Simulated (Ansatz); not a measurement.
# Short convergence ladders for LaCu (Pnma, 8 atoms in the cell)

```
CELL_PARAMETERS angstrom
      7.55284     0.00000     0.00000
      0.00000     4.60795     0.00000
      0.00000     0.00000     5.60478
ATOMIC_POSITIONS crystal
  La 0.67608 0.25000 0.39430
  La 0.32392 0.75000 0.60570
  La 0.82392 0.75000 0.89430
  La 0.17608 0.25000 0.10570
  Cu 0.53201 0.25000 0.89602
  Cu 0.46799 0.75000 0.10398
  Cu 0.96799 0.75000 0.39602
  Cu 0.03201 0.25000 0.60398
```

Base method: LDA (PW92), default PAW files made with PBE (plane waves; Ansatz, a quantum-chemistry and plane-wave program).

Base settings: basis.ecutwfc = 420 eV; kpoints.mp_grid.grid = 3 5 4; hamiltonian.xc = lda; hamiltonian.pseudopotentials = {kind: paw} (the program's default PAW files); scf.occupations.method = gaussian; scf.occupations.width = 0.1 eV.

Core times come from one kind of shared machine, to one figure; runs under 30 s give none.

**Zone-centre phonons against the cutoff**

In this ladder: phonons.method = dfpt.

The mesh stays at the base's, so the ladder's end is converged at best in this setting alone.

Frequencies are those of the unrelaxed cell, without the LO-TO term of polar crystals.

Only quantities that move along the ladder and can be compared are tabulated.

| basis.ecutwfc | highest zone-centre frequency (cm⁻¹) | lowest optical frequency (cm⁻¹) |
|---|---|---|
| 210 eV | 163.8 | -27.9 |
| 295 eV | 148.6 | 45.8 |
| 420 eV | 136.1 | 45.2 |
| 505 eV | 136.1 | 45.2 |

Coarsest basis.ecutwfc that holds the lowest optical frequency within 1 cm⁻¹ of the last step, with all finer ones: 295 eV; the step before is off by 73 cm⁻¹.

Coarsest basis.ecutwfc that holds the highest zone-centre frequency within 1 cm⁻¹ of the last step, with all finer ones: 420 eV; the step before is off by 12 cm⁻¹.

**The force threshold of a relaxation**

On LaCu (Pm, 8 atoms in the cell): one atom moved by 0.15 angstrom.

In this ladder: relax = atoms.

The mesh stays at the base's, so the ladder's end is converged at best in this setting alone.

Only quantities that move along the ladder and can be compared are tabulated.

```tsv
relax.f_tol	largest force left (eV/Å)	relaxation steps	core time / last (rough)
0.2 eV/Å	0.0217	3	0.5
0.05 eV/Å	0.0222	4	0.6
0.02 eV/Å	0.0032	4	0.7
0.001 eV/Å	0.0001	6	1
```

Coarsest relax.f_tol that holds the largest force left within 0.01 eV/Å of the last step, with all finer ones: 0.02 eV/Å; the step before is off by 0.022 eV/Å.

On the base run: the starting cell comes from a database of computed structures (which also holds hypothetical and non-ambient phases and stackings), without a prior relaxation at this level. Its lattice was rescaled by up to half a per cent. Spin polarisation is off. In the base run, with a pressure of about -4 GPa the cell is away from its equilibrium volume at this level.

Keys are those of Ansatz 0.2.
